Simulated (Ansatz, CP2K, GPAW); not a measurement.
# Mg3CdO4 (Pm-3m, 8 atoms in the cell) computed with different codes at matched settings

Band-structure calculation.

```
CELL_PARAMETERS angstrom
      4.44664     0.00000     0.00000
      0.00000     4.44664     0.00000
      0.00000     0.00000     4.44664
ATOMIC_POSITIONS crystal
  Mg 0.00000 0.50000 0.50000
  Mg 0.50000 0.00000 0.50000
  Mg 0.50000 0.50000 0.00000
  Cd 0.00000 0.00000 0.00000
  O  0.50000 0.00000 0.00000
  O  0.00000 0.50000 0.00000
  O  0.00000 0.00000 0.50000
  O  0.50000 0.50000 0.50000
```

Shared settings, as Ansatz (a program for electronic structure) writes them: kpoints.mp_grid.grid = 6 6 6; scf.occupations.method = fixed. Potentials and cutoffs stand in the table.

```json
[
 {"code": "GPAW", "model": "PBEsol, GPAW PAW datasets PBEsol (made by gpaw-setup)", "gap along the path (eV)": "0.95", "smallest direct gap (eV)": "2.78", "cutoff": "900 eV"},
 {"code": "Ansatz", "model": "PBEsol, PAW files made with PBE", "gap along the path (eV)": "0.98", "smallest direct gap (eV)": "2.76", "cutoff": "30.9 Ry"},
 {"code": "CP2K", "model": "PBEsol, GPW, DZVP-MOLOPT-PBE-GTH basis, GTH-PBE potentials (POTENTIAL_UZH)", "gap along the path (eV)": "0.76", "smallest direct gap (eV)": "2.68", "cutoff": "grid 1000 Ry"}
]
```

The spread over the programs that give each value: gap along the path within 0.22 eV; smallest direct gap within 0.10 eV.

CP2K uses small atom-centred bases, whose incompleteness enters pressures, forces and empty levels differently from a plane-wave cutoff.

In the gap along the path, CP2K stands apart from the plane-wave programs.

The starting cell comes from a database of computed structures (which also holds hypothetical and non-ambient phases and stackings), without a prior relaxation at this level.

Left out of this page: Quantum ESPRESSO, Elk and FLEUR (not drawn, or without a comparable value).

Keys are those of Ansatz 0.2.
